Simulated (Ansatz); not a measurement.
Start from Re in the hcp (Mg type) structure (space group P6_3/mmc, No. 194; a = 2.7519 Å, c = 4.4401 Å; relaxed with 0.1 eV smearing). Axes: x lies along a and z along c of the hexagonal cell.

Computed with DFT with PBEsol, PAW potentials and a 420 eV plane-wave cutoff in Ansatz (an electronic-structure program), without spin-orbit coupling.

Now apply this change: an isotropic linear strain of +3.00 %; the atoms relax in the strained cell.

Predict the stress tensor and what it implies for the stiffness.

Stress of the strained cell less that of the base (GPa, compression positive):
```
  -28.3     0.0     0.0
    0.0   -28.3     0.0
    0.0     0.0   -28.6
```

Then B = −ΔP/(ΔV/V₀) with ΔV/V₀ = 0.0927 gives secant stiffness values (nonlinear terms included at this strain): B (at held cell shape, above the free-shape value) ≈ 306 GPa.

As a check, the harmonic strain energy −½ V₀ Δσ:ε is 120 meV/atom; the computed energy rise is 130 meV/atom.

Stability against distortions was not tested. The final runs are not spin-polarised.
